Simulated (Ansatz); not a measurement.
Consider SiC in the zinc blende structure (space group F-43m, No. 216; a = 4.380 Å).

The values are results of PBE in Ansatz (plane waves to 420 eV, PAW, no spin-orbit coupling), not measurements.

Base values:

The lattice parameter a is 438.0 pm, the band gap comes out as 1.37 eV and the width of the top valence band is 4.63 eV.

Modification: a negative pressure, −1 GPa.

Q: What does the calculation give for the lattice parameter a, band gap and width of the top valence band after the change?

A: The lattice parameter a goes up by 0.7 pm (438.0 pm → 438.7 pm); the band gap hardly moves (1.37 eV against 1.38 eV); the width of the top valence band stays essentially unchanged (4.63 eV against 4.61 eV).

Load acts through the strain it causes; cell and atoms are relaxed under it. Whether these cells are dynamically stable was not tested.

Ansatz is a program for electronic structure.
